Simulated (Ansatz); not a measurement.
We consider SnTe (model structure, started from the wurtzite type, P6₃mc, No. 186, 4 atoms in the cell), described by r²SCAN (Ansatz, a first-principles code, PAW).

Numerical settings: plane-wave cutoff 560 eV, 12×12×4 k mesh (along the axes of the cell as run), Fermi–Dirac smearing 0.01 eV, scalar-relativistic PAW data made under PBE.

Cell (relaxed at this level):

```xyz
4
Lattice="5.3962 0.0000 0.0000 -2.6981 4.6732 0.0000 0.0000 0.0000 6.4840" Properties=species:S:1:pos:R:3 pbc="T T T"
Sn     2.6981     1.5577     0.3006
Sn     0.0000     3.1155     3.5426
Te     2.6981     1.5577     3.7532
Te     0.0000     3.1155     0.5112
```

What does this level give for the band gap, direct gap at Γ and bulk modulus?


* **band gap**: 0.61 eV (on the SCF k mesh)
* **direct gap at Γ**: 2.87 eV
* **bulk modulus**: 22.8 GPa

Note: the bulk modulus is −V dP/dV from two relaxed cells at ±2 % in volume; the relaxation could raise the start's symmetry but not lower it, so the cell can be a saddle point.

Spin–orbit coupling is not included; with these elements it can move the gap by several tenths of an eV or more.

The computed numbers hold no vibrational or temperature effects.

A model structure was made by putting elements into a prototype or built by hand; it is no filed structure, need not be a known phase, and can be a saddle point held by its symmetry.
